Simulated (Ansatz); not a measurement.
The parent structure is LaOF (space group R-3m, No. 166; a = 4.013 Å, c = 20.068 Å (hexagonal axes)).

Computed with DFT with PBEsol, PAW potentials and a 420 eV plane-wave cutoff in Ansatz (a first-principles code), spin-orbit coupling left out.

Carriers are added at fixed cell with a uniform background; the Fermi–Dirac width is that of 300 K.

One change was made to it. Results:

```tsv
quantity	base	after
Fermi level relative to the doped band's edge (positive inside the band; to 0.05 eV)	–	+0.10 eV
largest internal atomic displacement	–	0.015 Å
gap between the host's bands	4.22 eV	4.40 eV
gap character	direct at H₀–L (14 % along)	direct at H₀–L (14 % along)
```

Problem. Which of these changes matches the shifts?
(A) electrons 3.0×10^21 cm⁻³
(B) holes 2.0×10^21 cm⁻³
(C) holes 3.0×10^21 cm⁻³
(D) electrons 2.0×10^21 cm⁻³

Solution. B, holes 2.0×10^21 cm⁻³. For comparison, the gap between the host's bands in the other runs: electrons 2.0×10^21 cm⁻³ gives 4.12 eV; electrons 3.0×10^21 cm⁻³ gives 4.07 eV; holes 3.0×10^21 cm⁻³ gives 4.50 eV.

Charged cell with a jellium background: band edges are those of the host's band count, energies are not comparable with the neutral cell, and many-body gap narrowing is missing. Whether these cells are dynamically stable was not tested.
